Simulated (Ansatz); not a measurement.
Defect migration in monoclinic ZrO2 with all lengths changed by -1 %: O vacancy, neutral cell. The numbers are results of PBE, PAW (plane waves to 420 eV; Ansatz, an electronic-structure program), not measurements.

96-site cell at the strained lattice (strain from the relaxed PBE one, atoms relaxed), the Γ point alone, smearing 0.01 eV, spin-restricted, no finite-size correction. No zero-point or tunnelling terms. The charge state is imposed; whether it is stable for some Fermi level was not computed. Forms of the defect that were not tried may lie lower. The start lies 0.10 eV above the lowest site run (PBE).

The step: one O atom jumps into the vacancy from a nearby O site; the atom moves 2.44 Å along (-0.46, -0.09, -0.18) of the unit cell; from a vacant O site with 3 nearest neighbours to a vacant O site with 4 nearest neighbours; the moving atom starts with neighbours O at 2.56, O at 2.65, O at 2.68, O at 2.72; Zr at 2.14, Zr at 2.17, Zr at 2.18, Zr at 2.28 Å and ends with O at 2.59; Zr at 2.03, Zr at 2.07, Zr at 2.15 Å. On the band's own sampling the forward barrier is 2.01 eV. Harmonic modes of the moving O atom alone, all others held, come from finite differences of 0.015 Å. The saddle point's order was not checked.

Task: Which three frequencies does the atom have at the start and at the saddle point?

Result: start 11.7, 14.3, 14.7 THz; saddle point 6.4i, 10.5 and 21.8 THz.

Task: What attempt frequency and zero-point change of the barrier follow from these modes alone, and what classical rate at 700 K?

Result: ν = (11.7 × 14.3 × 14.7) / (10.5 × 21.8) ≈ 11 THz. The zero-point energy changes the barrier by h/2 × (32.3 − 40.8) THz = -0.018 eV. The classical rate is ν exp(−2.01/0.0603) ≈ 0.04 s⁻¹. One atom's modes give a rough prefactor, not that of the whole cell.
